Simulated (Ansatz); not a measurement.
Model: Si(111) 1x1 surface, 6 top atoms, 3 bilayers, bottom bilayer H-capped and fixed, every top atom capped by H; cell 11.5 x 6.6 Å; two neighbouring H replaced by SH; about 7 Å thick over the host's atoms, 18 atoms held. All values below come from PBE-D3(BJ) (plane waves to 420 eV, PAW; Ansatz, an electronic-structure program). Sampling: 1x2x1 k points. The slab states were run without spin polarisation. Slab thickness, cell and mesh are as stated and are not converged limits. Energies are static: no zero-point or thermal part. Each state was relaxed from one prepared geometry.

End state of this step: B2H6 exchanges a ligand with a surface S-H group and H2 forms. Atoms near the product:

```csv
atom,x (Å),y (Å),z (Å)
H(44),7.745,6.613,11.017
S(46),5.788,3.739,11.654
H(47),7.545,5.558,13.427
B(a0),5.544,8.724,12.409
B(a1),5.110,8.563,14.103
H(a2),4.355,8.626,13.042
H(a3),6.282,8.612,13.519
H(a4),7.870,5.845,14.041
H(a5),5.694,7.737,11.758
H(a6),4.954,9.552,14.755
H(a7),5.006,7.460,14.551
```

**Question.** What energy does it take to move H2 into the gas, one a cell, with the surface relaxed behind it, and what are its closest contacts before it leaves?

**Answer.** 0.07 eV. Its closest contacts to the rest of the cell: H(47)...H(44) 2.64 Å, H(47)...S(46) 3.09 Å, H(a4)...H(44) 3.12 Å.
